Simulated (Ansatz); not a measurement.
## SnO: response to strain

The parent structure is SnO (space group P4/nmm, No. 129; a = 3.767 Å, c = 4.557 Å; layered, stacked along the Cartesian z axis; relaxed with 0.1 eV smearing). Axes: x, y, z lie along a, b, c of the conventional cell.

Strains are applied to the cell and any free atomic positions relax; under biaxial strain the out-of-plane vector relaxes too.

Calculations: PBEsol-D3(BJ)/PAW in Ansatz (a first-principles code), spin-orbit coupling left out, earlier PAW set.

Notes on the quantities. pressure: mean of the normal stresses, compression positive.

```csv
change,shortest interatomic distance,space group,pressure,band gap
base,4.177 bohr,P4/nmm (No. 129),0.0 GPa,zero
"biaxial strain −2.87 %, plane normal [001], relaxed out of plane",…,P4/nmm (No. 129),…,zero
"biaxial strain −1.52 %, plane normal [001], relaxed out of plane",4.152 bohr,P4/nmm (No. 129),2.0 GPa,zero
"biaxial strain −1.13 %, plane normal [001], relaxed out of plane",4.158 bohr,P4/nmm (No. 129),1.4 GPa,zero
"biaxial strain −0.37 %, plane normal [001], relaxed out of plane",4.171 bohr,P4/nmm (No. 129),0.4 GPa,zero
isotropic strain +0.27 %,4.183 bohr,P4/nmm (No. 129),-0.5 GPa,zero
isotropic strain +4.54 %,4.271 bohr,P4/nmm (No. 129),-5.9 GPa,0.53 eV
uniaxial strain ε_xx = +3.17 %,4.184 bohr,Pmmn (No. 59),-2.1 GPa,zero
tensor shear ε_xy = +0.14 %,4.177 bohr,Cmme (No. 67),0.0 GPa,zero
tensor shear ε_yz = −2.47 %,4.159 bohr,P2_1/m (No. 11),0.2 GPa,zero
```

Problem. Some entries are withheld; estimate them.

Solution. 
- biaxial strain −2.87 %, plane normal [001], relaxed out of plane, shortest interatomic distance: 4.129 bohr
- biaxial strain −2.87 %, plane normal [001], relaxed out of plane, pressure: 4.0 GPa

Stability against distortions was not tested. All final runs are without spin polarisation. A zero or small gap of SnO can be the functional's error rather than a property of the material.
